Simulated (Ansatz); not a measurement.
A self-consistent single point of CdF2 (Fm-3m, 3 atoms in the cell) with Ansatz (a program for electronic structure).

Level of theory: PBE (plane waves, PAW; Ansatz).

```yaml
crystal:
  lattice:
    - [0.00000, 2.74319, 2.74319]
    - [2.74319, 0.00000, 2.74319]
    - [2.74319, 2.74319, 0.00000]
  atoms:
    - { symbol: Cd, position: [0.00000, 0.00000, 0.00000] }
    - { symbol: F, position: [0.25000, 0.25000, 0.25000] }
    - { symbol: F, position: [0.75000, 0.75000, 0.75000] }
```

Reference input (self-consistent single point, DFT, PBE0, plane waves, default PAW files made with PBE): basis.ecutwfc = 420 eV; kpoints.mp_grid.grid = 7 7 7; hamiltonian.xc = pbe0; hamiltonian.pseudopotentials = {kind: paw} (the program's default PAW files); scf.occupations.method = gaussian; scf.occupations.width = 0.01 eV. This run's input differs from it in these lines:

Ansatz 0.2 input:
```diff
@@ -14,3 +14,3 @@
 hamiltonian:
-  xc: pbe0
+  xc: pbe
   pseudopotentials: { kind: paw }
```

The program printed (abridged):

```
SCF iter   1: F=—  HF=-9872.168142 eV  |F-HF|=—  |Δ(HF+E_count)|=         —  Δρ=4.71e-4  dr2=1.68e-5  ethr=1.77e-3  ⟨swp⟩=5.0  Hψ=1775  notcnv=0
all-band conjugate gradients solve this SCF's bands
preconditioner: auto → none
SCF iter   2: F=—  HF=-9872.169193 eV  |F-HF|=—  |Δ(HF+E_count)|=   1.05e-3  Δρ=2.59e-4  dr2=7.68e-6  ethr=4.93e-8  ⟨swp⟩=3.0  Hψ=1184  notcnv=0
SCF iter   3: F=—  HF=-9872.169270 eV  |F-HF|=—  |Δ(HF+E_count)|=   7.78e-5  Δρ=1.59e-4  dr2=3.92e-6  ethr=2.26e-8  ⟨swp⟩=2.0  Hψ=680  notcnv=0
SCF iter   4: F=—  HF=-9872.169284 eV  |F-HF|=—  |Δ(HF+E_count)|=   1.40e-5  Δρ=4.27e-5  dr2=1.75e-7  ethr=1.15e-8  ⟨swp⟩=2.2  Hψ=600  notcnv=0
iter 5 did not close the SCF: its close was put off for the readings that it lacked (scf_convergence_deferred on its scf_iter line)
SCF iter   5: F=-9872.169287 eV  HF=-9872.169287 eV  |F-HF|=3.93e-9  |Δ(HF+E_count)|=   2.53e-6  Δρ=6.98e-6  dr2=1.53e-8  ethr=5.14e-10  ⟨swp⟩=2.0  Hψ=680  notcnv=0
SCF iter   6: F=-9872.169287 eV  HF=-9872.169287 eV  |F-HF|=9.17e-10  |Δ(HF+E_count)|=   3.38e-9  Δρ=2.09e-6  dr2=6.43e-10  ethr=4.50e-11  ⟨swp⟩=1.9  Hψ=1355  notcnv=0
SCF 1 converged in 6 iterations: F = -9872.169287 eV  dr2 = 6.43e-10
Free energy (F): -9872.169287 eV
Internal energy: -9872.169287 eV  (E = F + TS)
E sigma→0 (E₀):  -9872.169287 eV
Fermi energy:    7.069311 eV
--- Forces (eV/Å), atoms counted from 1 ---
  atom   1  Cd    -0.00000000     0.00000000     0.00000000
   [... zero for the other atoms too ...]
--- Stress (GPa, compression-positive) ---
       -0.247966       0.000000      -0.000000
       -0.000000      -0.247966       0.000000
        0.000000       0.000000      -0.247966
  P = ⅓ Tr σ = -0.2480 GPa (-2.480 kbar)
  The stress holds the Pulay correction. Without it, at fixed plane waves, as pw.x and ABINIT print it: P = -0.8709 GPa
```

The run converged in 6 iterations. Against the reference run the pressure goes from -3.83 to -0.25 GPa and the gap on the mesh goes from 5.802 to 2.963 eV. The full log also holds: “iter 5 did not close the SCF: its close was put off for the readings that it lacked (scf_convergence_deferred on its scf_iter line)”.

The starting cell comes from a database of computed structures (which also holds hypothetical and non-ambient phases and stackings), without a prior relaxation at this level. Its lattice was rescaled by a random factor within 2.5 % of one. Ansatz's pressure includes its estimate of the finite-basis (Pulay) stress. Without the estimate this run gives -0.87 GPa.
